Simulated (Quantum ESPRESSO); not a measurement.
## Short convergence ladders for MgTl (P4mm, 2 atoms in the cell)

```xyz
2
Lattice="3.6196 0.0000 0.0000 0.0000 3.6196 0.0000 0.0000 0.0000 3.6196" Properties=species:S:1:pos:R:3 pbc="T T T"
Mg     0.0000     0.0000     0.0500
Tl     1.8098     1.8098     1.8098
```

Base method: LDA (PZ), GBRV 1.5 ultrasoft (LDA) pseudopotentials (plane waves; Quantum ESPRESSO).

Base settings: ecutwfc = 40 Ry; ecutrho = 200 Ry; occupations = smearing; smearing = gaussian; degauss = 0.0073499 Ry; potentials = {Mg: mg_lda_v1.4.uspp.F.UPF, Tl: tl_lda_v1.2.uspp.F.UPF}; K_POINTS = automatic 3 3 3 0 0 0; conv_thr = 1e-11 Ry; mixing_beta = 0.3.

The count of work is k-points × plane waves × bands × iterations; it is no time. 

**The cutoff for other potential files**

Level: DFT, LDA (PW92), plane waves, PseudoDojo standard norm-conserving (LDA) pseudopotentials.

In this ladder: ecutrho = default; pseudopotentials = {Mg: Mg.upf, Tl: Tl.upf}.

The second cell is the first with its lattice scaled by 0.98.

The mesh stays at the base's, so the ladder's end is converged at best in this setting alone.

Only quantities that move along the ladder and can be compared are tabulated.

| ecutwfc | free energy less the last step's (meV/atom) | energy of the compressed cell less the first (meV/atom) | pressure (GPa) | largest difference of a force vector from the last step's (eV/Å) | count of work / last |
|---|---|---|---|---|---|
| 38 Ry | 10537.12 | 54.64 | -241.57 | 0.030 | 0.12 |
| 47 Ry | 2840.48 | 118.11 | -93.23 | 0.001 | 0.16 |
| 59 Ry | 316.58 | 41.44 | -15.40 | 0.000 | 0.19 |
| 72 Ry | 12.53 | 33.57 | 1.00 | 0.000 | 0.28 |
| 85 Ry | 0.62 | 33.93 | 2.21 | 0.000 | 0.35 |
| 102 Ry | 0.38 | 33.93 | 2.22 | 0.000 | 0.47 |
| 128 Ry | 0.15 | 33.93 | 2.22 | 0.000 | 0.65 |
| 170 Ry | 0.00 | 33.93 | 2.22 | 0.000 | 1.0 |

Coarsest ecutwfc that holds the forces within 0.005 eV/Å of the last step, with all finer ones: 47 Ry, at 0.16 of the last step's count of work; the step before is off by 0.030 eV/Å.

Coarsest ecutwfc that holds the energy of the compressed cell less the first within 0.5 meV/atom of the last step, with all finer ones: 72 Ry, at 0.28 of the last step's count of work; the step before is off by 7.5 meV/atom.

Coarsest ecutwfc that holds the pressure within 0.2 GPa of the last step, with all finer ones: 85 Ry, at 0.35 of the last step's count of work; the step before is off by 1.2 GPa.

The energy difference between the two cells stays within 1 meV/atom of the last step's from 72 Ry on, the total only from 85 Ry on: much of the error is common to both cells and cancels.

At the lowest cutoff the pressure lies 244 GPa under the last step's, the usual sign of Pulay stress in an incomplete plane-wave basis.

**The density cutoff**

The second cell is the first with its lattice scaled by 0.98.

The mesh stays at the base's, so the ladder's end is converged at best in this setting alone.

Only quantities that move along the ladder and can be compared are tabulated.

| ecutrho | free energy less the last step's (meV/atom) | energy of the compressed cell less the first (meV/atom) | pressure (GPa) |
|---|---|---|---|
| 80 Ry | -3.22 | 35.34 | 1.51 |
| 120 Ry | 0.30 | 34.82 | 1.26 |
| 160 Ry | 0.01 | 34.70 | 1.27 |
| 200 Ry | -0.03 | 34.80 | 1.27 |
| 240 Ry | -0.05 | 34.81 | 1.27 |
| 320 Ry | -0.03 | 34.83 | 1.27 |
| 400 Ry | -0.03 | 34.84 | 1.27 |
| 480 Ry | 0.00 | 34.78 | 1.27 |
| 640 Ry | 0.00 | 34.76 | 1.27 |

Coarsest ecutrho that holds the free energy within 0.5 meV/atom of the last step, with all finer ones: 120 Ry; the step before is off by 3.2 meV/atom.

Coarsest ecutrho that holds the pressure within 0.2 GPa of the last step, with all finer ones: 120 Ry; the step before is off by 0.24 GPa.

Coarsest ecutrho that holds the energy of the compressed cell less the first within 0.2 meV/atom of the last step, with all finer ones: 120 Ry; the step before is off by 0.58 meV/atom.

The energy difference between the two cells stays within 1 meV/atom of the last step's from 80 Ry on, the total only from 120 Ry on: much of the error is common to both cells and cancels.

On the base run: the starting cell comes from a database of computed structures (which also holds hypothetical and non-ambient phases and stackings), without a prior relaxation at this level. Its lattice was rescaled by up to half a per cent. One atom was moved a little off its site on purpose. Without a gap this mesh is coarse (it stands for a supercell whose shortest vector is 11 Å).
